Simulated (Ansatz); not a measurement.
Here is the system:

```
CELL_PARAMETERS angstrom
      3.89469     0.00000     0.00000
      1.94735     3.37290     0.00000
      1.94735    -1.12430     3.28018
ATOMIC_POSITIONS crystal
  Na 0.00000 0.00000 0.00000
  Cl 0.00000 0.50000 0.50000
```

No spin polarisation.

The values are results of Kohn–Sham DFT with the PBEsol functional, run in Ansatz (an electronic-structure program) with PAW and 420 eV plane waves, without spin-orbit coupling, not measurements. Settings: 10×10×10 k-points, 0.05 eV Fermi–Dirac smearing.

Q: Predict the band gap, in-plane stress and electron mass.

A: The band gap is 5.04 eV and the mean in-plane stress (compression positive) is +0.8 GPa. The electron mass comes out as 0.39 mₑ (at Γ).

The cells carry an imposed strain or load. Effective masses come from finite differences of ±0.01 Å⁻¹. No phonon test of stability was made. The cell was made from NaCl in the rock salt structure (space group Fm-3m, No. 225) by this change: biaxial strain −1.67 %, plane normal [111], relaxed out of plane.
